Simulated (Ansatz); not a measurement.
Cs₂Pt (P6₃/mmc, No. 194, 6 atoms in the cell; start mp-13548) was calculated with HSE06+SOC in Ansatz (PAW).

The run printed, among other lines:

```
WARN output.stress: scf.exx.energy_threshold = 1e-6 eV is looser than the 6e-8 eV advised for a stress under a hybrid functional (1e-8 eV for each atom of the …
Crystal: 6 atoms, lattice volume = 210.844 Å³
Basis set: ecut = 460 eV, 4707 PW (Γ), exchange–correlation on 80×80×108 points (8 copies of the dense FFT grid, shifted against one another)
Bands: 88, of which v1, the nominal top of the filled ones, is band 72 counted from 1 (71 counted from 0)
Symmetry: 24 space group operations + 24 with time reversal
k-points: 21 of 144
Initial density: superposition of atomic densities (chi_scale 0.1, normalization cell, long waves kept (reshape's long-wave potential 0.00 eV rms))
spin=Noncollinear: Kerker preconditioning applied to the charge; magnetization (m_x, m_y, m_z) channels mix plain (no charge-response kernel on spin).
Crystal: 6 atoms, lattice volume = 210.844 Å³
Initial density: handed on by an earlier stage of this run
WARN: concurrent solve slots capped 4 → 2 …
Crystal: 6 atoms, lattice volume = 210.844 Å³
SCF 3 converged in 8 iterations: F = -47769.247879 eV  dr2 = 3.66e-10
Free energy (F): -47769.247880 eV
Internal energy: -47769.247880 eV  (E = F + TS)
E sigma→0 (E₀):  -47769.247880 eV
Fermi energy:    9.239042 eV
--- Forces (eV/Å), atoms counted from 1 ---
  atom   1  Cs    -0.00000000    -0.00000000     0.00000000
  atom   2  Cs     0.00000000     0.00000000     0.00000000
  atom   3  Cs     0.00000000    -0.00000000     0.00000000
  atom   4  Cs     0.00000000     0.00000000    -0.00000000
  atom   5  Pt     0.00000000    -0.00000000     0.00000000
  atom   6  Pt    -0.00000000     0.00000000     0.00000000
--- Stress (GPa, compression-positive) ---
        2.309244       0.000000      -0.000000
        0.000000       2.309244       0.000000
       -0.000000       0.000000       1.837924
  P = ⅓ Tr σ = 2.1521 GPa (21.521 kbar)
```

### Question
Write an input file that could have produced this run (the log leaves some choices open).

### Answer
One answer among several that fit: 
Ansatz 0.2 input:
```yaml
crystal:
  lattice:
    - [5.6324017529, 0.0, 0.0]
    - [-2.8162008764, 4.8778030023, 0.0]
    - [0.0, 0.0, 7.6743866087]
  atoms:
    - { symbol: Cs, position: [0.6666666667, 0.3333333333, 0.25] }
    - { symbol: Cs, position: [0.3333333333, 0.6666666667, 0.75] }
    - { symbol: Cs, position: [0.0, 0.0, 0.0] }
    - { symbol: Cs, position: [0.0, 0.0, 0.5] }
    - { symbol: Pt, position: [0.6666666667, 0.3333333333, 0.75] }
    - { symbol: Pt, position: [0.3333333333, 0.6666666667, 0.25] }
basis:
  ecutwfc: 460
  ecutrho_ratio: 4
  xc_grid: 2
kpoints:
  mp_grid: { grid: [6, 6, 4] }
  band_path: { path: [[0, 0, 0], [0.0, 0.270833, 0.453125]], npoints: 1 }
hamiltonian:
  xc: hse06
  dispersion: none
  pseudopotentials: { kind: paw }
scf:
  occupations: { method: fermi_dirac, width: 0.01 }
  convergence: { dr2_threshold: 0.0000000006 }
output:
  forces: true
  stress: true
  eigenvalues: true
  write_bands: true
magnetization:
  noncollinear: true
  spin_orbit: true
```

The PAW data were made under PBE.

Note: cell and atoms aren't relaxed at this level (pressure 2.2 GPa).

A start named mp-… is a Materials Project structure, which need not be a measured phase.

Ansatz is a program for electronic structure.
